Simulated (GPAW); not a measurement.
# Pressure against volume in rock-salt HfC (space group 225) (GPAW, LDA)

```yaml
crystal:
  lattice:
    - [0.00000, 2.22977, 2.22977]
    - [2.22977, 0.00000, 2.22977]
    - [2.22977, 2.22977, 0.00000]
  atoms:
    - { symbol: Hf, position: [0.00000, 0.00000, 0.00000] }
    - { symbol: C, position: [0.50000, 0.50000, 0.50000] }
```

Method: LDA (Perdew-Wang 92), GPAW PAW datasets LDA (gpaw-data 1.0.1) (plane waves; GPAW). Settings: mode = pw; ecut = 1040 eV; xc = LDA; kpts = 22 22 22; mesh shift (steps) = 0 0 0; occupations.name = fermi-dirac; occupations.width = 0.05 eV; nbands = -10; convergence.density = 1e-05 e/electron; convergence.energy = 1e-05 eV/electron; symmetry.symmorphic = false; symmetry.tolerance = 0.0005; maxiter = 120. The cell above is the first row's. The rows scale it uniformly. In all rows fractional positions and the k mesh are held.

```csv
V (Å^3/atom),P (GPa)
11.086,?
11.327,17.38
11.568,10.60
11.809,4.48
12.050,-1.05
12.291,-6.05
12.532,-10.57
12.773,-14.66
13.014,-18.36
```

Fit P of the 8 rows that show it with a cubic. With u = V - 12.2, the rows have u = -0.8730, -0.6320, -0.3910, -0.1500, 0.0910, 0.3320, 0.5730, 0.8140. Least squares gives P = -4.226 - 20.4748·u + 4.3351·u² - 0.6368·u³. Residuals (row less fit): 0.004, -0.006, 0.000, 0.005, 0.004, -0.001, -0.005, 0.004; standard error 0.006 (degrees of freedom: 4). The fitted pressure is zero at V0 = 12.00, where dP/dV = -22.27, so B0 = -V0·dP/dV = 267 GPa.

**Question.** Estimate the missing P (V = 11.086); what did the run itself give?

**Answer.** u = -1.1140, so P = -4.226 - 20.4748 × (-1.1140) + 4.3351 × (-1.1140)² - 0.6368 × (-1.1140)³ = 24.843 GPa. The calculation gives 24.88 GPa, 0.037 GPa above the prediction (0.1 % of the range of P in the table). The row lies outside the fitted rows, so this is an extrapolation. From the scatter of the fitted rows alone, a prediction at this place has a standard error of 0.016 GPa, so the miss is 2.4 times that.

Carrying the step between the two nearest rows on in a straight line would have given 24.16, off by 0.72; series whose last step already gives the withheld value aren't shown. The scan was laid around a cell of about the measured size, scaled by a guess for this functional. The runs keep the symmetry of the cell, so they don't test it for distortions. Spin-orbit coupling is off. Cutoffs and mesh are single choices, not tested for convergence of this quantity. Series with a scatter that would blur these digits, or in which a gap closes, are not shown.
